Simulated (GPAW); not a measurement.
Input and output of a self-consistent single point for PdPt (R3m, 2 atoms in the cell) (GPAW).

Method of the run: PBEsol, GPAW PAW datasets PBEsol (made by gpaw-setup) (plane waves; GPAW 25.7.0).

```
PdPt
1.0
    1.37648     0.79471     4.53756
   -1.37648     0.79471     4.53756
    0.00000    -1.58943     4.53756
Pd Pt
1 1
Direct
  0.00367   0.00367   0.00367
  0.50000   0.50000   0.50000
```

Reference input (self-consistent single point, DFT PBEsol, plane waves, GPAW PAW datasets PBEsol (made by gpaw-setup)): mode = pw; ecut = 600 eV; xc = PBEsol; kpts = 6 6 6; mesh shift (steps) = 0 0 0; occupations.name = fermi-dirac; occupations.width = 0.1 eV; nbands = -8; symmetry.symmorphic = false; symmetry.tolerance = 0.0005; maxiter = 150. This run's input differs from it in these lines:

```diff
@@ -16,3 +16,3 @@
             occupations=FermiDirac(0.1),
-            nbands=-8,
+            nbands=16,
             symmetry={'symmorphic': False, 'tolerance': 0.0005},
```

Log, with long lists cut:

```
     iter     time        total  log10-change:
                         energy   eigst   dens
iter:   1 --:--:--   -14.165440
iter:   2 --:--:--   -12.776622   -0.53  -1.22
iter:   3 --:--:--   -14.553080   +1.14  -1.25
iter:   4 --:--:--   -11.787997   +0.02  -1.61
iter:   5 --:--:--   -11.821736   +0.03  -1.61
   [... 6 lines left out ...]
iter:  12 --:--:--   -11.353779   -1.01  -2.51
iter:  13 --:--:--   -11.361314   -1.87  -2.81
iter:  14 --:--:--   -11.370513   -1.80  -2.90
iter:  15 --:--:--   -11.385672   -1.74  -2.97
iter:  16 --:--:--   -11.369961c  -2.28  -2.73
iter:  17 --:--:--   -11.369395   -1.57  -2.85
   [... lines left out ...]
iter: 150 --:--:--   -11.455907c  -4.67  -5.22c

Did not converge!

Here are some tips:

1) Make sure the geometry and spin-state is physically sound.
2) Use less aggressive density mixing.
3) Solve the eigenvalue problem more accurately at each scf-step.
4) Use a smoother distribution function for the occupation numbers.
5) Try adding more empty states.
6) Use enough k-points.
7) Don't let your structure optimization algorithm take too large steps.
8) Solve the Poisson equation more accurately.
9) Better initial guess for the wave functions.

See details here:

    https://gpaw.readthedocs.io/documentation/convergence.html
Traceback (most recent call last):
   [... frames left out ...]
gpaw.KohnShamConvergenceError: Did not converge!  See text output for help.
```

The run ended unconverged after 150 iterations. 

The starting cell comes from a database of computed structures (which also holds hypothetical and non-ambient phases and stackings), without a prior relaxation at this level. Its lattice was rescaled by up to half a per cent. One atom was moved a little off its site on purpose.

Cost on one core of a shared machine: roughly 5 min.
